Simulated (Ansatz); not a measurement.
The starting structures come from a database of crystals and need not be the phases stable at ambient conditions.

By PBEsol, the system below comes out a metal.

Data:

```xyz
2
Lattice="3.4388 0.0000 0.0000 0.0143 4.8525 0.0000 -1.7096 -0.0051 1.7710" Properties=species:S:1:pos:R:3 pbc="T T T"
P      0.0036     1.2159     0.0000
P      0.0107     3.6366     0.0000
```

Space group of this cell: P-1. The cell is strained (lengths along the current scaled by 1.03, ions clamped); by PBEsol its mean pressure is -4.4 GPa.

The current flows along the normal of the first two printed cell vectors. No spin-orbit coupling; the value is a mean over 0.1 eV about the Fermi level.

Give the ballistic conductance per area that PBEsol (Ansatz, a quantum-chemistry and plane-wave program) yields.

1.4 × 10¹⁵ S/m² for both spins.
